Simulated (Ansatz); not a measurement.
Abridged Ansatz (a program for electronic structure) output:

```
Pseudopotential: Nb, paw, valence charge 13
Crystal: 1 atoms, lattice volume = 17.519 Å³
Basis set: ecut = 420 eV, 321 PW (Γ), exchange–correlation on 40×40×40 points (8 copies of the dense FFT grid, shifted against one another)
Bands: 11, of which v1, the nominal top of the filled ones, is band 7 counted from 1 (6 counted from 0)
Symmetry: 48 space group operations
k-points: 220 of 6859
Functional: x = pbesol(κ = 0.804, μ = 0.12345679012345678), c = pbesol(β = 0.046)
SCF iter   1: F=—  HF=-4495.462480 eV  |F-HF|=—  |Δ(HF+E_count)|=         —  Δρ=6.18e-3  dr2=5.57e-3  ethr=1.77e-3  ⟨swp⟩=5.1  Hψ=14181  notcnv=0
SCF iter   2: F=—  HF=-4495.460560 eV  |F-HF|=—  |Δ(HF+E_count)|=   1.92e-3  Δρ=2.04e-3  dr2=2.65e-4  ethr=4.28e-5  ⟨swp⟩=2.5  Hψ=5784  notcnv=0  defer=11
SCF 1 converged in 6 iterations: F = -4495.460509 eV  dr2 = 1.87e-12
SCF converged after 6 iterations
Free energy (F): -4495.460509 eV
Internal energy: -4495.449107 eV  (E = F + TS)
E sigma→0 (E₀):  -4495.454808 eV
Entropy (-TS):   -0.011402 eV (-11.402 meV/atom)
Fermi energy:    18.221115 eV
--- Forces (eV/Å), atoms counted from 1 ---
  atom   1  Nb     0.00000000    -0.00000000     0.00000000
--- Stress (GPa, compression-positive) ---
        0.000182       0.000000       0.000000
        0.000000       0.000182       0.000000
        0.000000       0.000000       0.000182
  P = ⅓ Tr σ = 0.0002 GPa (0.002 kbar)
```

Q: What was computed, and what are the main results?

A: Nb, 1 atom in the cell, with PBEsol (Ansatz, PAW, scalar-relativistic without spin-orbit coupling). The last SCF converged to F = -4495.460509 eV, or -4495.4605 eV per atom, at a pressure of 0.00 GPa. The total energy compares only with runs of the same code, potentials and settings.

Whether these cells are dynamically stable was not tested. The base started in P-1 and relaxed to Im-3m at this level. The final runs are not spin-polarised. The cell is Nb in the bcc (W type) structure (space group Im-3m, No. 229).
